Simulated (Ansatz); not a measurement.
The starting structures come from a database of crystals and need not be the phases stable at ambient conditions.

The decay constant κ of evanescent states in the gap governs leakage through a thin film.

Data:

```yaml
crystal:
  lattice:
    - [6.69970, 0.00000, 0.00000]
    - [0.00000, 8.75186, 0.00000]
    - [3.34985, 0.00000, 5.80211]
  atoms:
    - { symbol: Ba, position: [0.33333, 0.63270, 0.33333] }
    - { symbol: Ba, position: [0.66667, 0.36730, 0.66667] }
    - { symbol: Ba, position: [0.00000, 0.00000, 0.00000] }
    - { symbol: P, position: [0.66667, 0.78240, 0.66667] }
    - { symbol: P, position: [0.33333, 0.21760, 0.33333] }
    - { symbol: S, position: [0.34171, 0.69282, 0.82914] }
    - { symbol: S, position: [0.65829, 0.30718, 0.17086] }
    - { symbol: S, position: [0.82915, 0.69282, 0.34171] }
    - { symbol: S, position: [0.17086, 0.30718, 0.65829] }
    - { symbol: S, position: [0.82915, 0.69282, 0.82914] }
    - { symbol: S, position: [0.17086, 0.30718, 0.17086] }
    - { symbol: S, position: [0.33333, 0.98839, 0.33333] }
    - { symbol: S, position: [0.66667, 0.01161, 0.66667] }
```

Space group of this cell: P-3m1. The cell is taken as given; by PBEsol its mean pressure is -1.3 GPa.

Transport runs along the normal of the first two printed cell vectors, the (100) plane of the conventional cell.

The gap is the functional's own, uncorrected, and κ follows it; spin-orbit coupling is left out. Mid-gap values are interpolated between the computed energies.

Question: Give the band gap and the smallest decay constant κ at mid-gap that PBEsol (Ansatz, a program for electronic structure) yields.

Answer: Gap 1.96 eV on a 6×4×6 mesh; κ = 0.221 1/Å, at the zone centre.
